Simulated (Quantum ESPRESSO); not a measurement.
A working Quantum ESPRESSO input for BaMg7 (P-6m2, 8 atoms in the cell) (DFT, PBEsol, plane waves, GBRV 1.5 ultrasoft (PBESOL) pseudopotentials):

```fortran
&CONTROL
    calculation = 'scf',
    prefix = 'pwscf',
    outdir = './work',
    pseudo_dir = './',
    tprnfor = .true.,
    tstress = .true.,
/
&SYSTEM
    ibrav = 0,
    nat = 8,
    ntyp = 2,
    ecutwfc = 40,
    ecutrho = 200,
    occupations = 'smearing',
    smearing = 'fermi-dirac',
    degauss = 0.0099958,
/
&ELECTRONS
    conv_thr = 1e-10,
    mixing_beta = 0.3,
/
ATOMIC_SPECIES
Ba   137.3270  ba_pbesol_v1.uspp.F.UPF
Mg    24.3050  mg_pbesol_v1.4.uspp.F.UPF
ATOMIC_POSITIONS {crystal}
Ba    0.0000000000    0.0000000000    0.5000000000
Mg    0.0116800000    0.5058400000    0.5000000000
Mg    0.4941600000    0.9883200000    0.5000000000
Mg    0.4941600000    0.5058400000    0.5000000000
Mg    0.1801750000    0.3603500000    0.0000000000
Mg    0.1801750000    0.8198250000    0.0000000000
Mg    0.6396500000    0.8198250000    0.0000000000
Mg    0.6666666667    0.3333333333    0.0000000000
K_POINTS {automatic}
3 3 4  0 0 0
CELL_PARAMETERS {bohr}
  13.1201230424     0.0000000000     0.0000000000
  -6.5600615212    11.3623598555     0.0000000000
   0.0000000000     0.0000000000    10.0243167897
```

The run converged in 14 iterations: free energy E − TS -12870.2507 eV; Fermi level (on the code's own zero) 5.42 eV; pressure -0.68 GPa; largest force (vector length) 0.026 eV/Å. Each of these slips is then made, one at a time:

(1)
```diff
+    nbnd = 39,
```

(2)
```diff
+    electron_maxstep = 2,
```

(3)
```diff
-    ecutrho = 200,
+    ecutrho = 40,
```

**Question.** Predict the outcome of each change.

**Answer.** 
(1) Too few bands. The program stopped before any SCF iteration.
```
Error in routine setup (1):
too few bands
```

(2) An iteration limit that is too low. The run ended unconverged after 2 iterations.

(3) A density cutoff or grid that is too coarse. The program stopped before any SCF iteration.
```
Error in routine set_cutoff (1):
ecutrho <= ecutwfc?!?
```

The starting cell comes from a database of computed structures (which also holds hypothetical and non-ambient phases and stackings), without a prior relaxation at this level.

Left out of this page: 3 runs of the series outside the window shown, repeating another row's setting, or not comparable; 1 run of the series stopped by limits of time or memory.
